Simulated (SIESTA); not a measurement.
Worked example: self-consistent single point of V₂O₅ (C2/m, 7 atoms in the cell) in SIESTA.

Method: GGA PBEsol, numerical atomic orbitals DZP, PseudoDojo PBEsol standard norm-conserving potentials (rewritten from UPF to PSML) (SIESTA 5.4.2).

```yaml
crystal:
  lattice:
    - [5.71118, -1.44398, 0.00000]
    - [5.71118, 1.44398, 0.00000]
    - [-0.68417, 0.00000, 5.31893]
  atoms:
    - { symbol: V, position: [0.13972, 0.13972, 0.37333] }
    - { symbol: V, position: [0.86028, 0.86028, 0.62667] }
    - { symbol: O, position: [0.00000, 0.00000, 0.50000] }
    - { symbol: O, position: [0.61221, 0.61221, 0.16821] }
    - { symbol: O, position: [0.38779, 0.38779, 0.83179] }
    - { symbol: O, position: [0.30594, 0.30594, 0.36951] }
    - { symbol: O, position: [0.69406, 0.69406, 0.63049] }
```

Reference input (self-consistent single point, DFT, GGA PBEsol, numerical atomic orbitals DZP, PseudoDojo PBEsol standard norm-conserving potentials (rewritten from UPF to PSML)): XC.functional = GGA; XC.authors = PBEsol; potentials = PseudoDojo PBEsol standard; PAO.BasisSize = DZP; PAO.EnergyShift = 0.01 Ry; MeshCutoff = 300 Ry; kgrid.MonkhorstPack = 8 8 4; OccupationFunction = FD; ElectronicTemperature = 10 K; MaxSCFIterations = 150; SCF.Mixer.Method = Broyden; SCF.Mixer.Weight = 0.1. This run's input differs from it in these lines:

```diff
@@ -33,5 +33,5 @@
 %block kgrid.MonkhorstPack
-    8   0   0  0.0
-    0   8   0  0.0
-    0   0   4  0.0
+    5   0   0  0.0
+    0   5   0  0.0
+    0   0   3  0.0
 %endblock kgrid.MonkhorstPack
```

Output, abridged:

```
        iscf     Eharris(eV)        E_KS(eV)     FreeEng(eV)     dDmax    Ef(eV) dHmax(eV)
   scf:    1    -6112.976131    -6210.296013    -6210.296013  1.692219 -2.711525 26.168857
   scf:    2    -6258.568450    -6236.884117    -6236.884117  0.103299 -4.806112 16.863211
   scf:    3    -6159.296835    -6233.100630    -6233.100630  0.460319 -6.873491 15.371817
   scf:    4    -6202.694149    -6245.210360    -6245.210360  0.416088 -5.701388 12.441813
   scf:    5    -6254.693631    -6250.387843    -6250.387843  0.064740 -6.413601  8.520390
   [... 8 lines left out ...]
   scf:   14    -6255.359050    -6255.359022    -6255.359022  0.000955 -6.880603  0.001451
   scf:   15    -6255.359022    -6255.359022    -6255.359022  0.000039 -6.880315  0.000622
   scf:   16    -6255.359022    -6255.359022    -6255.359022  0.000011 -6.880284  0.000543
   scf:   17    -6255.359022    -6255.359022    -6255.359022  0.000010 -6.880244  0.000476
SCF Convergence by DM+H criterion
max |DM_out - DM_in|         :     0.0000097038
max |H_out - H_in|      (eV) :     0.0004763023
SCF cycle converged after 17 iterations

Using DM_out to compute the final energy and forces

siesta: E_KS(eV) =            -6255.3590

siesta: E_KS - E_eggbox =     -6255.3590

siesta: Atomic forces (eV/Ang):
     1    0.172854   -0.000000   -0.272850
     2   -0.172854    0.000000    0.272850
     3    0.000000   -0.000000    0.000000
     4    0.078000   -0.000000    0.838614
     5   -0.078000   -0.000000   -0.838614
     6   -0.393831    0.000000    0.234477
     7    0.393831   -0.000000   -0.234477
   Tot    0.000000   -0.000000    0.000000
   Max    0.838614
   Res    0.312252    sqrt( Sum f_i^2 / 3N )
   Max    0.838614    constrained

   [... lines left out ...]
siesta: FreeEng =     -6255.359022
   [... lines left out ...]
siesta:     0.068675    0.000000   -0.001977
siesta:    -0.000000    0.077932    0.000000
siesta:    -0.001976   -0.000000    0.043864

siesta: Cell volume =         87.728283 Ang**3

siesta: Pressure (static):
siesta:                Solid            Molecule  Units
siesta:          -0.00069150         -0.00059220  Ry/Bohr**3
siesta:          -0.06349035         -0.05437331  eV/Ang**3
siesta:        -101.72275895        -87.11564356  kBar
```

The run converged in 17 iterations. Against the reference run the free energy stays essentially unchanged (within 1 meV/atom), the pressure moves little (-10.16 to -10.17 GPa), the largest force goes from 0.817 to 0.842 eV/Å and the gap on the mesh goes from 1.127 to 1.110 eV.

The starting cell comes from a database of computed structures (which also holds hypothetical and non-ambient phases and stackings), without a prior relaxation at this level. Values carry the incompleteness of an atom-centred basis. With a pressure of about -10 GPa the cell is away from its equilibrium volume at this level.

Cost on one core of a shared machine: roughly 2 min.
